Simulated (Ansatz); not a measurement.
Base system: GaSb in the zinc blende structure (space group F-43m, No. 216; a = 6.049 Å). Axes: x, y, z lie along the cube axes.

The values are results of Ansatz (an electronic-structure program), LDA, PAW, cutoff 420 eV, spin-orbit coupling left out, not measurements.

Strains are applied to the cell and any free atomic positions relax; under biaxial strain the out-of-plane vector relaxes too.

One change was made to it. Results:

The pressure (mean of the normal stresses, compression positive) goes from zero to -1.9 GPa; the energy increases by 13 meV/atom; the volume per atom goes up by 1.04 Å³ (27.66 Å³ → 28.70 Å³).

**Question.** Which change produced these results?
A. biaxial strain +2.08 %, plane normal [111], relaxed out of plane
B. biaxial strain −0.42 %, plane normal [111], relaxed out of plane
C. biaxial strain −2.08 %, plane normal [111], relaxed out of plane
D. biaxial strain +2.50 %, plane normal [111], relaxed out of plane
E. biaxial strain −2.50 %, plane normal [111], relaxed out of plane

**Answer.** D, biaxial strain +2.50 %, plane normal [111], relaxed out of plane. For comparison, the energy relative to the base in the other runs: biaxial strain −2.50 %, plane normal [111], relaxed out of plane gives +14 meV/atom; biaxial strain −2.08 %, plane normal [111], relaxed out of plane gives +9.9 meV/atom; biaxial strain +2.08 %, plane normal [111], relaxed out of plane gives +8.8 meV/atom; biaxial strain −0.42 %, plane normal [111], relaxed out of plane gives +0.4 meV/atom.

Stability against distortions was not tested. All final runs are without spin polarisation.
